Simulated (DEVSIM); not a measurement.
System: abrupt Si p-n junction, at 300 K.

| layer (left to right) | material | thickness (μm) | Nd (cm⁻³) | Na (cm⁻³) | τn (s) | τp (s) |
|---|---|---|---|---|---|---|
| 1 | Si | 11.0 | - | 8.8e17 | 9.4e-7 | 9.4e-7 |
| 2 | Si | 19.0 | 2.3e16 | - | 9.4e-7 | 9.4e-7 |

Left contact: ohmic. Right contact: ohmic. Voltage is applied to the left contact. Recombination: SRH at mid-gap. Mobility is μmin + (μ − μmin)/(1 + (N/Nref)^α).

The device is made up for the run: typed textbook-type constants, with dimensions and the other settings drawn at random. Values at 300 K.

```tsv
parameter	Si
gap (eV)	1.124
affinity (eV)	4.05
permittivity	11.7
Nc (cm⁻³)	2.86e19
Nv (cm⁻³)	3.1e19
μn (cm²/Vs)	1417
μp (cm²/Vs)	470
μn,min	52
μp,min	45
Nref,n	9.7e16
Nref,p	2.2e17
αn	0.68
αp	0.72
```

Model (solved in DEVSIM): 1D drift-diffusion, Boltzmann statistics, complete ionisation; no tunnelling, impact ionisation, image-force lowering or self-heating.

Task: Tabulate band edges, carrier densities and field at 0.9 V on the left contact.

Result: Energies count from the Fermi level of the right contact; mesh points crowd at the junctions.

```csv
x (μm),Ec (eV),Ev (eV),n (cm⁻³),p (cm⁻³),field (V/cm)
0.000,0.132,-0.992,130,8.8e17,18
0.03983,0.132,-0.992,2.6e14,8.8e17,18
0.1525,0.132,-0.992,1.0e15,8.8e17,18
0.4443,0.133,-0.991,2.9e15,8.8e17,18
1.767,0.135,-0.989,1.1e16,8.9e17,18
4.726,0.140,-0.984,2.7e16,9.1e17,17
8.671,0.147,-0.977,4.4e16,9.2e17,17
10.38,0.150,-0.974,5.1e16,9.3e17,16
10.79,0.150,-0.974,5.2e16,9.3e17,16
10.94,0.151,-0.973,5.3e16,9.3e17,16
10.99,0.148,-0.976,6.0e16,8.3e17,-7400
11.04,0.113,-1.012,2.3e17,2.1e17,-20
11.16,0.113,-1.011,2.3e17,2.1e17,14
11.47,0.113,-1.011,2.3e17,2.1e17,14
12.85,0.115,-1.009,2.1e17,1.9e17,15
15.96,0.120,-1.004,1.8e17,1.6e17,18
23.42,0.138,-0.986,1.0e17,8.1e16,33
27.54,0.156,-0.968,5.8e16,3.5e16,65
29.38,0.173,-0.951,3.4e16,1.1e16,140
29.78,0.179,-0.945,2.7e16,4.2e15,190
29.93,0.183,-0.941,2.4e16,1.4e15,230
30.00,0.184,-0.940,2.3e16,5100,250
```
